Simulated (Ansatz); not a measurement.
VN (P6₃/mmc, No. 194, 4 atoms in the cell; start mp-1017532) was calculated with LDA (plane waves, PAW; Ansatz, a first-principles code).

Numerical settings: plane-wave cutoff 520 eV, 24×24×10 k mesh (along the axes of the cell as run), Fermi–Dirac smearing 0.05 eV, no spin polarisation, scalar-relativistic PAW data made under PBE.

Cell (relaxed at this level):

```cif
data_N2V2
_chemical_formula_sum 'V2 N2'
_space_group_name_H-M_alt 'P63/mmc'
_space_group_IT_number 194
_space_group_name_Hall '-P 6c 2c'
_cell_length_a 2.69754
_cell_length_b 2.69754
_cell_length_c 5.22084
_cell_angle_alpha 90.000
_cell_angle_beta 90.000
_cell_angle_gamma 120.000
loop_
_atom_site_label
_atom_site_type_symbol
_atom_site_symmetry_multiplicity
_atom_site_Wyckoff_symbol
_atom_site_fract_x
_atom_site_fract_y
_atom_site_fract_z
_atom_site_occupancy
V1 V 2 a 0.00000 0.00000 0.00000 1
N1 N 2 c 0.33333 0.66667 0.25000 1
```

Question: What does this level give for the bulk modulus?

Answer: 
* **bulk modulus**: 368 GPa

Note: the run has no spin polarisation, so it can have missed a magnetic state; the bulk modulus is −V dP/dV from two relaxed cells at ±2 % in volume; the relaxation could not lower the start's symmetry, so the cell can be a saddle point above a distorted one.

The computed numbers hold no vibrational or temperature effects.

Computing time: about 70 core-seconds (a rough figure).

A start named mp-… is a Materials Project structure, which need not be a measured phase.
